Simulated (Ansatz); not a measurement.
Consider the following.

```
BN
1.0
    2.53652     0.00000     0.00000
   -1.26826     2.19669     0.00000
    0.00000     0.00000     6.69406
B N
2 2
Direct
  0.66667   0.33333   0.75000
  0.33333   0.66667   0.25000
  0.33333   0.66667   0.75000
  0.66667   0.33333   0.25000
```

No spin polarisation.

Method: Ansatz (a program for electronic structure), PBE-D3(BJ), PAW, cutoff 420 eV, no spin-orbit coupling. Settings: 15×15×5 k-points, 0.05 eV Fermi–Dirac smearing.

Predict the gap character, pressure, smallest direct gap and band gap.


- Gap character: indirect, k = (0.267, 1/3, 0) in the run's primitive reciprocal basis → M
- Pressure (mean of the normal stresses, compression positive): -81.2 kbar
- Smallest direct gap: 4.55 eV
- Band gap: 4.20 eV

The cells carry an imposed strain or load. Stability against distortions was not tested. The cell was made from BN (space group P6_3/mmc, No. 194; layered, stacked along the Cartesian z axis) by this change: isotropic strain +1.20 %.
